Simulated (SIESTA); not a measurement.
A self-consistent single point of Ca2CdPt2 (Immm, 5 atoms in the cell) with SIESTA

Level of theory: LDA PW92, numerical atomic orbitals DZP, PseudoDojo LDA standard norm-conserving potentials (rewritten from UPF to PSML) in SIESTA.

Input as run:

```
# files in the folder: Ca.psml Cd.psml Pt.psml (PseudoDojo LDA standard)
SystemName  Ca2CdPt2
SystemLabel ca2cdpt2

NumberOfAtoms                5
NumberOfSpecies              3
%block ChemicalSpeciesLabel
  1 20 Ca
  2 48 Cd
  3 78 Pt
%endblock ChemicalSpeciesLabel
LatticeConstant              5.644503 Ang
%block LatticeVectors
    -0.394158706    0.522088481    0.756348256
     0.394158706   -0.522088481    0.756348256
     0.394158706    0.522088481   -0.756348256
%endblock LatticeVectors
AtomicCoordinatesFormat      Ang
%block AtomicCoordinatesAndAtomicSpecies
     2.224830000    0.000000000    2.552902196  1
    -0.000000000    2.946930000    1.716307804  1
     0.000000000    0.000000000    0.000000000  2
    -0.000000000    1.325588053    4.269210000  3
     2.224830000    1.621341947    0.000000000  3
%endblock AtomicCoordinatesAndAtomicSpecies

XC.functional                LDA
XC.authors                   PW92
PAO.BasisSize                DZP
PAO.EnergyShift              0.005 Ry
MeshCutoff                   400 Ry
%block kgrid.MonkhorstPack
    5   0   0  0.0
    0   5   0  0.0
    0   0   5  0.0
%endblock kgrid.MonkhorstPack
OccupationFunction           MP
OccupationMPOrder            0
ElectronicTemperature        1160.45 K

MaxSCFIterations             150
SCF.Mixer.Method             Broyden
SCF.Mixer.Weight             0.25
SCF.Mixer.History            6
SCF.DM.Tolerance             1.0E-05
Diag.ParallelOverK           true
WriteForces                  true
Charge.Mulliken              end
```

Output (repeated stretches shortened):

```
reinit: Reading from file input.fdf

reinit: System Name: Ca2CdPt2
reinit: System Label: ca2cdpt2

coor:   Atomic-coordinates input format  =     Cartesian coordinates
coor:                                          (in Angstroms)

siesta: Atomic coordinates (Bohr) and species
siesta:      4.20432   0.00000   4.82429  1        1
siesta:     -0.00000   5.56889   3.24335  1        2
siesta:      0.00000   0.00000   0.00000  2        3
siesta:     -0.00000   2.50500   8.06764  3        4
siesta:      4.20432   3.06389   0.00000  3        5

siesta: System type = bulk

initatomlists: Number of atoms, orbitals, and projectors:      5    75   118

siesta: ******************** Simulation parameters ****************************
redata: Spin configuration                          = none
redata: Time-Reversal Symmetry                      = T
redata: Number of Atomic Species                    =        3
redata: Mesh Cutoff                                 =   400.0000 Ry
redata: Net charge of the system                    =     0.0000 |e|
redata: Min. number of SCF Iter                     =        0
redata: Max. number of SCF Iter                     =      150
redata: SCF convergence failure will abort job
redata: SCF mix quantity                            = Hamiltonian
redata: Mix DM or H after convergence               =   F
redata: Recompute H after scf cycle                 =   F
redata: Mix DM in first SCF step                    =   T
redata: No kicks to SCF
redata: DM Mixing Weight for Kicks                  =     0.5000
redata: Require Harris convergence for SCF          =   F
redata: Harris energy tolerance for SCF             =     0.000100 eV
redata: Require DM convergence for SCF              =   T
redata: DM tolerance for SCF                        =     0.000010
redata: Require EDM convergence for SCF             =   F
redata: EDM tolerance for SCF                       =     0.001000 eV
   [... lines left out ...]
diag: Used triangular part                          = Lower
diag: Absolute tolerance                            =  0.100E-15
diag: Orthogonalization factor                      =  0.100E-05
diag: Memory factor                                 =  1.0000

superc: Internal auxiliary supercell:     5 x     7 x     5  =     175
superc: Number of atoms, orbitals, and projectors:    875  13125  20650

                        Single-point calculation

superc: Internal auxiliary supercell:     5 x     7 x     5  =     175
superc: Number of atoms, orbitals, and projectors:    875  13125  20650

outcell: Unit cell vectors (Ang):
       -2.224830    2.946930    4.269210
        2.224830   -2.946930    4.269210
        2.224830    2.946930   -4.269210

outcell: Cell vector modules (Ang)   :    5.644503    5.644503    5.644503
outcell: Cell angles (23,13,12) (deg):    133.5730    117.0551     81.7134
outcell: Cell volume (Ang**3)        :    111.9629
new_DM -- step:     1
Initializing Density Matrix...

Attempting to read DM from file... Failed...
DM filled with atomic data:

InitMesh: MESH = 80 x 60 x 60 = 288000
InitMesh: Mesh cutoff (required, used) =   400.000   422.895 Ry

stepf: Methfessel-Paxton step function
       Using Hermite-Gauss polynomials of order  0
        iscf     Eharris(eV)        E_KS(eV)     FreeEng(eV)     dDmax    Ef(eV) dHmax(eV)
   scf:    1   -13931.489548   -13975.301937   -13975.313877  3.351392 -3.307601 12.807231
   scf:    2   -13986.513537   -13984.623820   -13984.637550  1.132466 -4.106771  4.940532
   scf:    3   -13985.444422   -13985.130491   -13985.143981  0.159402 -4.064730  1.569347
   scf:    4   -13985.290382   -13985.224308   -13985.237691  0.063069 -4.076102  0.554755
   scf:    5   -13985.248505   -13985.239445   -13985.253801  0.044576 -4.073435  0.098319
   scf:    6   -13985.240017   -13985.240071   -13985.254596  0.009601 -4.066929  0.023736
   [... 4 lines left out ...]
   scf:   11   -13985.240211   -13985.240211   -13985.254651  0.000035 -4.069388  0.000320
   scf:   12   -13985.240211   -13985.240211   -13985.254651  0.000021 -4.069422  0.000230
   scf:   13   -13985.240211   -13985.240211   -13985.254651  0.000015 -4.069444  0.000170
   scf:   14   -13985.240211   -13985.240211   -13985.254651  0.000012 -4.069460  0.000139
   scf:   15   -13985.240211   -13985.240211   -13985.254651  0.000008 -4.069471  0.000114
SCF Convergence by DM+H criterion
max |DM_out - DM_in|         :     0.0000078952
max |H_out - H_in|      (eV) :     0.0001135176
SCF cycle converged after 15 iterations

Using DM_out to compute the final energy and forces

siesta: E_KS(eV) =           -13985.2402

siesta: E_KS - E_eggbox =    -13985.2402

siesta: Atomic forces (eV/Ang):
     1   -0.000041    0.000033   -0.035384
     2    0.000041   -0.000033    0.035384
     3    0.000000    0.000000   -0.000000
     4    0.000065    0.009478   -0.000135
     5   -0.000065   -0.009478    0.000135
   Tot    0.000000   -0.000000    0.000000
   Max    0.035384
   Res    0.013376    sqrt( Sum f_i^2 / 3N )
   Max    0.035384    constrained

Stress tensor Voigt[x,y,z,yz,xz,xy] (kbar):        0.43       17.71      -45.41       -0.02       -0.01       -0.05
(Free)E + p*V (eV/cell)   -13984.6196
Target enthalpy (eV/cell)   -13985.2547

siesta: Program's energy decomposition (eV):
siesta: Ebs     =     -2532.101442
siesta: Eions   =     19880.566963
siesta: Ena     =      3008.465204
siesta: Ekin    =      4406.454168
siesta: Enl     =       703.032209
siesta: Eso     =         0.000000
siesta: Edftu   =         0.000000
siesta: DEna    =       111.148675
siesta: DUscf   =         2.385170
siesta: DUext   =         0.000000
siesta: Ex      =     -2142.579882
siesta: Ec      =      -193.578792
siesta: Exc     =     -2336.158674
siesta: Eharris =    -13985.240211
siesta: Etot    =    -13985.240211
siesta: FreeEng =    -13985.254651

siesta: Stress tensor (static) (eV/Ang**3):
siesta:     0.000269   -0.000030   -0.000004
siesta:    -0.000030    0.011056   -0.000012
siesta:    -0.000004   -0.000012   -0.028341

siesta: Cell volume =        111.962906 Ang**3

siesta: Pressure (static):
siesta:                Solid            Molecule  Units
siesta:           0.00006178          0.00006286  Ry/Bohr**3
siesta:           0.00567221          0.00577139  eV/Ang**3
siesta:           9.08788892          9.24678354  kBar

mulliken: Atomic and Orbital Populations:

Species: Ca
Atom  Qatom  Qorb
               3s      4s      4s      3py     3pz     3px     4py     4pz
               4px
   [... lines left out ...]
              0.204
   2  9.061   1.977   0.546   0.021   1.998   1.992   2.002   0.146   0.175
              0.204

Species: Cd
Atom  Qatom  Qorb
               4s      5s      5s      4py     4pz     4px     5py     5pz
               5px     4dxy    4dyz    4dz2    4dxz    4dx2-y2 4dxy    4dyz
               4dz2    4dxz    4dx2-y2
   3 20.127   1.990   1.526  -0.335   2.002   2.004   2.002   0.374   0.325
              0.402   1.886   1.974   1.900   1.969   1.957   0.057   0.004

              0.057   0.010   0.023

Species: Pt
Atom  Qatom  Qorb
               5s      6s      6s      5py     5pz     5px     6py     6pz
               6px     5dxy    5dyz    5dz2    5dxz    5dx2-y2 5dxy    5dyz
               5dz2    5dxz    5dx2-y2
   4 18.876   1.983   1.781  -0.587   1.996   2.002   2.002   0.279   0.194
              0.250   1.853   2.010   1.832   2.022   1.753  -0.078  -0.153

             -0.050  -0.173  -0.040
   5 18.876   1.983   1.781  -0.587   1.996   2.002   2.002   0.279   0.194
              0.250   1.853   2.010   1.832   2.022   1.753  -0.078  -0.153

             -0.050  -0.173  -0.040

mulliken: Qtot =       76.000

Mulliken Atomic Populations:
Atom #   charge [q] valence [e]  Species
     1     0.939389    9.060611  Ca
     2     0.939389    9.060611  Ca
     3    -0.126550   20.126550  Cd
     4    -0.876114   18.876114  Pt
     5    -0.876114   18.876114  Pt
 Total    -0.000000
```

The run converged in 15 iterations.

The starting cell comes from a database of computed structures (which also holds hypothetical and non-ambient phases and stackings), without a prior relaxation at this level. Spin polarisation is off. Values carry the incompleteness of an atom-centred basis.

Cost on one core of a shared machine: roughly 40 s.
